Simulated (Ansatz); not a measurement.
The parent structure is ZnS in the zinc blende structure (space group F-43m, No. 216).

```xyz
2
Lattice="0.0000 2.6946 2.6946 2.6946 0.0000 2.6946 2.6946 2.6946 0.0000" Properties=species:S:1:pos:R:3 pbc="T T T"
Zn     0.0000     0.0000     0.0000
S      1.3473     1.3473     1.3473
```

Cartesian axes are those of the cell as printed.

All numbers come from r2SCAN, PAW, 500 eV (Ansatz, a first-principles code; no spin-orbit coupling).

Strains are applied to the cell and any free atomic positions relax.

One change was made to it. Results:

```json
[
 {"quantity": "pressure (mean of the normal stresses, compression positive)", "base": "0.00 GPa", "after": "-0.39 GPa"},
 {"quantity": "shortest interatomic distance", "base": "2.334 Å", "after": "2.337 Å"},
 {"quantity": "band gap", "base": "2.70 eV", "after": "2.67 eV"},
 {"quantity": "energy relative to the base (free energy F)", "base": "0 meV/atom", "after": "+0.2 meV/atom"}
]
```

### Question
Which change produced these results?
(A) uniaxial strain ε_zz = +0.50 %
(B) uniaxial strain ε_zz = +1.00 %
(C) uniaxial strain ε_zz = +1.50 %

### Answer
A, uniaxial strain ε_zz = +0.50 %. For comparison, the pressure in the other runs: uniaxial strain ε_zz = +1.00 % gives -0.77 GPa; uniaxial strain ε_zz = +1.50 % gives -1.14 GPa.

Stability against distortions was not tested.
